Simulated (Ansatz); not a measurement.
Cost and result by functional for the surface energy of the (10-13) surface of hcp Ti in its 1x1 cell, outermost plane spacing 0.22 Å in the ideal cut, in Ansatz (plane waves, PAW). Single points on the PBE structure, on one kind of machine; costs are rough ratios of the slab run's core time (references not counted) to the cheapest single point. r2SCAN's cost holds its higher cutoff (500 against 420 eV). Differences are taken against r2SCAN for comparison alone: no measured value is at hand, so the table doesn't rank accuracy.

Model: 18-atom slab, 10.8 Å thick at the start, 13x5x1 mesh, Fermi-Dirac 0.1 eV, dipole correction, all atoms relaxed; held to the part of the start's symmetry that mesh and held atoms allow; no spin, no spin-orbit, no U. These notes are the PBE run's.

```tsv
functional	relative cost	surface energy (J/m²)	less r2SCAN (J/m²)
LDA	1	2.27	0.07
PBEsol	1	2.20	0.00
RPBE	1	1.87	-0.33
r2SCAN	2	2.20	0.00
PBE (the relaxed run's value)	–	2.01	-0.19
```

The values span 0.40 J/m², while the single points' costs differ by a factor of roughly 2. Differences are of unrounded values.

Ansatz is a quantum-chemistry and plane-wave program.
